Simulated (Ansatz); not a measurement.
System: interstitial Ga in crystalline InGaZnO4 (ordered Ga and Zn layers) (charge state +3). These are PBE, PAW (plane waves to 420 eV; Ansatz, an electronic-structure program) values and carry that method's errors.

189-site cell at the relaxed PBE lattice, one k-point at (0.167, 0.250, 0.250), smearing 0.01 eV, spin-restricted, no finite-size correction. No zero-point or tunnelling terms. The charge state is imposed; whether it is stable for some Fermi level was not computed. Sites that were not tried may lie lower.

Barriers: single points on a 2×2×2 k-point mesh shifted by half a step along c at the bands' geometries.

The step: several atoms move together, Ga the farthest; the atom moves 1.56 Å along (-0.26, -0.53, -0.01) of the unit cell; the moving atom starts with neighbours O at 1.83, 3 O at 1.89 Å and ends with 2 O at 1.89, 2 O at 1.91 Å.

Give the migration barrier of this step at the level PBE, PAW.

0.86 eV forward and 0.49 eV backward. At the saddle the moving atom has neighbours 2 O at 1.81, O at 1.84 Å. The saddle point's order was not checked, and it lies on a symmetry element of the cell, where a band can be held.
